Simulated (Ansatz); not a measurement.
## Carrier properties of ZnO under load (space group P6_3mc)

Data:

```yaml
crystal:
  lattice:
    - [3.38213, 0.00000, 0.00000]
    - [-1.69107, 2.92901, 0.00000]
    - [0.00000, 0.00000, 4.93564]
  atoms:
    - { symbol: Zn, position: [0.33333, 0.66667, 0.98451] }
    - { symbol: Zn, position: [0.66667, 0.33333, 0.48451] }
    - { symbol: O, position: [0.33333, 0.66667, 0.39049] }
    - { symbol: O, position: [0.66667, 0.33333, 0.89049] }
```

All values below come from r2SCAN with spin-orbit coupling, rigid bands (plane waves, PAW; Ansatz, a program for electronic structure). Condition of this run: biaxial stress in the c plane of -8.8 GPa (compression positive) (the target of the relaxation). How the cell was made: cell and atoms relaxed with PBEsol, then loaded as said.

```json
{
 "band_gap": "1.24 eV",
 "electron conductivity mass (300 K, dilute)": "0.194 (x), 0.194 (y), 0.22 (z) mₑ",
 "hole conductivity mass (300 K, dilute)": "1.63 (x), 1.63 (y), 3.7 (z) mₑ",
 "effective density of states N_c (300 K)": "2.2e18 cm⁻³",
 "effective density of states N_v (300 K)": "7.3e19 cm⁻³",
 "density_of_states_mass_electrons": "0.197 mₑ",
 "density_of_states_mass_holes": "2.0 mₑ",
 "Seebeck coefficient, n-type 1e19 cm⁻³, 300 K": "-114 μV/K",
 "best n-type power factor at 300 K for τ = 10 fs (best axis; densities from 1e16 to 1e21 cm⁻³ tried, whether or not they can be reached)": "1.78 μW/(cm·K²) at 1e19 cm⁻³",
 "Seebeck coefficient, p-type 1e19 cm⁻³, 300 K": "432 μV/K"
}
```

Rigid bands; masses and Seebeck coefficients take one relaxation time τ for all states and one kind of carrier; polarons and phonon drag are left out. Geometry: cell and atoms relaxed with PBEsol.
